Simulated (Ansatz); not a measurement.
**A computed series for Mg2Sn: response to strain**

Take Mg2Sn (space group Fm-3m, No. 225; a = 6.8176 Å; relaxed with 0.1 eV smearing) as the base.

Strains are applied to the cell and any free atomic positions relax.

The values are results of Ansatz (a program for electronic structure), PBE, PAW, cutoff 420 eV, no SOC, not measurements.

Notes on the quantities. energy relative to the base: free energy F.

```json
[
 {"isotropic strain (%)": "-3", "energy relative to the base (meV/atom)": "29.8"},
 {"isotropic strain (%)": "-2.5", "energy relative to the base (meV/atom)": "20.3"},
 {"isotropic strain (%)": "-2", "energy relative to the base (meV/atom)": "?"},
 {"isotropic strain (%)": "-1.5", "energy relative to the base (meV/atom)": "7.1"},
 {"isotropic strain (%)": "-1", "energy relative to the base (meV/atom)": "3.1"},
 {"isotropic strain (%)": "-0.5", "energy relative to the base (meV/atom)": "0.8"},
 {"isotropic strain (%)": "0", "energy relative to the base (meV/atom)": "0.0"},
 {"isotropic strain (%)": "0.5", "energy relative to the base (meV/atom)": "0.7"},
 {"isotropic strain (%)": "1", "energy relative to the base (meV/atom)": "2.9"}
]
```

Fit ΔE = Aε² + Bε³ (ε in %) to the rows shown and predict the withheld row.

Least squares on the printed values gives A = 2.99 and B = -0.11 meV/atom (largest residual 0.0 meV/atom); this predicts 12.8 meV/atom, and the run gives 12.8 meV/atom, in agreement.

Stability against distortions was not tested.
